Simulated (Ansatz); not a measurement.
H on the 1x1 (110) surface of bcc V, one in a 2x2 cell, energies for each (25.4 Å²). Energies are against ½ H2(g), without zero-point or thermal terms; each row is named by its start.

Calculation: PBE (plane waves to 420 eV, PAW; Ansatz, a first-principles code).

Model: 17-atom slab, 6.1 Å thick at the start under the adsorbate (thin: gaps and levels are the slab's own), 6x6x1 mesh, Fermi-Dirac 0.1 eV, dipole correction, 8 atoms held, the rest relaxed; each run with such symmetry as its start has; no spin, no spin-orbit, no U, no dispersion correction.

A negative adsorption energy means that the adsorbate is more stable on the surface than in its reference. Heights count from the host atoms within 0.3 Å of the top one.

| starting site | E_ads (eV) | height (Å) | nearest host atom (Å) | bonded to | Δ work function (eV) | lateral drift (Å) |
|---|---|---|---|---|---|---|
| top V | 0.21 | 1.68 | V 1.75 | V | … | 0.0 |
| hollow V-V-V | -0.99 | 1.08 | V 1.90 | 3 V | … | 0.0 |
| bridge V-V (span 2.6 Å) | -0.68 | 1.27 | V 1.82 | 2 V | -0.04 | 0.0 |
| bridge V-V (span 3.0 Å) | -0.89 | 1.08 | V 1.86 | 2 V | … | 0.0 |

Task: What belongs in the gaps?

Result: 
- top V, Δ work function (eV): 0.19
- hollow V-V-V, Δ work function (eV): -0.11
- bridge V-V (span 3.0 Å), Δ work function (eV): -0.10
